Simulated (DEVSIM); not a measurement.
abrupt CdTe p-n junction

Device: abrupt CdTe p-n junction, at 300 K.

```tsv
layer (left to right)	material	thickness (μm)	Nd (cm⁻³)	Na (cm⁻³)	τn (s)	τp (s)
1	CdTe	22.0	-	1.3e15	1.2e-8	1.2e-8
2	CdTe	22.0	7.8e16	-	1.2e-8	1.2e-8
```

Left contact: ohmic. Right contact: ohmic. Voltage is applied to the left contact. Recombination: SRH at mid-gap, Auger. Mobility is μmin + (μ − μmin)/(1 + (N/Nref)^α).

The device is made up for the run: typed textbook-type constants, with dimensions and the other settings drawn at random. Values at 300 K.

| parameter | CdTe |
|---|---|
| gap (eV) | 1.5 |
| affinity (eV) | 4.28 |
| permittivity | 10.2 |
| Nc (cm⁻³) | 8e17 |
| Nv (cm⁻³) | 1.8e19 |
| μn (cm²/Vs) | 1000 |
| μp (cm²/Vs) | 80 |
| μn,min | 100 |
| μp,min | 10 |
| Nref,n | 1e17 |
| Nref,p | 1e17 |
| αn | 0.6 |
| αp | 0.6 |
| Cn (cm⁶/s) | 1e-30 |
| Cp (cm⁶/s) | 1e-30 |

DEVSIM, 1D drift-diffusion, Boltzmann statistics, complete ionisation; no tunnelling, impact ionisation, image-force lowering or self-heating.

| Quantity | Result |
|---|---|
| Potential step across the device at zero bias | 1.193 V |
| Largest field in the device at zero bias | 25000 V/cm |
| Dark forward voltage at 1 A/cm² | 1.118 V |

Dark forward current:

```csv
V (V),J (A/cm²)
0.05,6.3e-11
0.15,6.4e-10
0.25,4.8e-9
0.35,3.6e-8
0.45,2.7e-7
0.55,2.1e-6
0.65,1.7e-5
0.75,0.00015
0.85,0.0021
0.95,0.048
1.05,0.45
1.15,1.3
1.25,2.7
1.35,4.6
1.45,7.1
1.55,10
1.65,14
1.75,19
1.85,24
1.95,31
```

Small-signal capacitance in reverse bias (quasi-static):

| V (V) | C (nF/cm²) |
|---|---|
| -0.04 | 8.89 |
| -0.1 | 8.67 |
| -0.2 | 8.34 |
| -0.3 | 8.04 |
| -0.4 | 7.77 |
| -0.6 | 7.30 |
| -0.8 | 6.91 |
| -1 | 6.58 |
| -1.3 | 6.16 |
| -1.6 | 5.81 |
| -2 | 5.43 |
